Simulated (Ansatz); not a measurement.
Given:

```yaml
crystal:
  lattice:
    - [4.91656, 0.00000, 0.00000]
    - [-2.45828, 4.25787, 0.00000]
    - [0.00000, 0.00000, 5.43163]
  atoms:
    - { symbol: Si, position: [0.53120, 0.53120, 0.33333] }
    - { symbol: Si, position: [0.46880, 0.00000, 0.00000] }
    - { symbol: Si, position: [0.00000, 0.46880, 0.66667] }
    - { symbol: O, position: [0.26856, 0.41310, 0.54782] }
    - { symbol: O, position: [0.58690, 0.85546, 0.21449] }
    - { symbol: O, position: [0.14454, 0.73144, 0.88115] }
    - { symbol: O, position: [0.85546, 0.58690, 0.45218] }
    - { symbol: O, position: [0.73144, 0.14454, 0.78551] }
    - { symbol: O, position: [0.41310, 0.26856, 0.11885] }
```

Space group of this cell: P3_221. The cell is taken as given.

The numbers are results of r2SCAN (plane waves, PAW; Ansatz, an electronic-structure program), not measurements.

The current runs along the normal of the first two printed vectors; no spin-orbit coupling. Scaled by the factor s: all lengths (ions clamped). Meshes 12×12×6 and 12×12 across the current in all rows.

```tsv
s	mean pressure (GPa)	band gap (eV)
0.98	13.8	?
1.00	0.1	6.60
1.02	-10.5	6.15
```

### Question
Take the slope of the band gap against ln s from the two given rows, extrapolate to s = 0.98, and say what the run there gives.

### Answer
Slope = (6.15 − 6.60) / ln 1.02 = -22.7 eV. The line gives 6.60 + (-22.7) × ln 0.98 = 7.06 eV. The run gives 7.01 eV, 0.05 eV under the line, 11 % of the predicted step.
